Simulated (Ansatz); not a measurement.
**What pressure 15 GPa does to La2O3**

Take La2O3 (space group P-3m1, No. 164; a = 3.9353 Å, c = 6.1263 Å) as the base.

Perturbation: a hydrostatic pressure of 15 GPa.

Level of theory: r2SCAN (Ansatz, an electronic-structure program, PAW, no spin-orbit coupling). Γ-centred 10×10×6 mesh, Fermi–Dirac width 0.05 eV.

```csv
quantity,base,changed,shift
volume per atom,16.43 Å³,14.76 Å³,-1.67 Å³
density,6.58 g/cm³,7.33 g/cm³,+0.744 g/cm³
lattice parameter a,3.935 Å,3.874 Å,-0.0617 Å
c/a ratio,1.557,1.467,-0.090
shortest interatomic distance,2.366 Å,2.322 Å,-0.044 Å
enthalpy H = E + PV relative to the base's energy,–,+1.45 eV/atom,–
band gap,4.23 eV,4.17 eV,-0.06 eV
gap character,"indirect, L → K","indirect, L → K",–
width of the top valence band,0.38 eV,0.49 eV,+0.101 eV
electron mass,1.3 mₑ (at K),1.1 mₑ (at K),–
```

Final structure:

```xyz
5
Lattice="3.8736 0.0000 0.0000 -1.9368 3.3546 0.0000 0.0000 0.0000 5.6812" Properties=species:S:1:pos:R:3 pbc="T T T"
La     0.0000     2.2364     1.3474
La     1.9368     1.1182     4.3339
O      0.0000     0.0000     0.0000
O      0.0000     2.2364     3.7095
O      1.9368     1.1182     1.9717
```

Cost of the whole job for the changed cell (relaxation, final SCF and bands): about 3.0 core-minutes (a rough figure).

Load acts through the strain it causes; cell and atoms are relaxed under it. Masses are band curvatures over ±0.01 Å⁻¹ around the edge. Whether these cells are dynamically stable was not tested. Competing high-pressure phases were not computed.
